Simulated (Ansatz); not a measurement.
The reference is WC (space group P-6m2, No. 187; a = 2.899 Å, c = 2.827 Å; relaxed with 0.1 eV smearing).

Structures relaxed with DFT with PBEsol, PAW potentials and a 420 eV plane-wave cutoff in Ansatz (a first-principles code), without spin-orbit coupling.

Base:

Simulated powder pattern, Mo Kα, λ = 0.71073 Å (kinematic, ideal powder, no thermal factors, no anomalous dispersion; the 10 strongest lines at most, above 2 %, up to 2θ = 40°):

```csv
2θ (°),I/Imax (%),hkl
14.44,40,(001)
16.27,96,(100)
21.82,100,(101)
28.38,25,(110)
29.12,7.6,(002)
31.98,29,(111)
32.89,14,(200)
33.54,26,(102)
36.09,23,(201)
```

After one change:

Simulated powder pattern, Mo Kα, λ = 0.71073 Å (kinematic, ideal powder, no thermal factors, no anomalous dispersion; the 10 strongest lines at most, above 2 %, up to 2θ = 40°):

```tsv
2θ (°)	I/Imax (%)
14.74	41
16.61	97
22.28	100
28.97	24
29.73	7.5
32.66	29
33.58	14
34.25	26
36.85	22
```

Task: Which of these changes matches the shifts?
A. isotropic strain +1.00 %
B. isotropic strain +1.50 %
C. isotropic strain +2.00 %
D. isotropic strain −2.00 %

Result: D, isotropic strain −2.00 %. Its volume per atom is 9.68 Å³ against 10.29 Å³, and its space group is P-6m2 (No. 187).

Whether these cells are dynamically stable was not tested. All final runs are without spin polarisation.
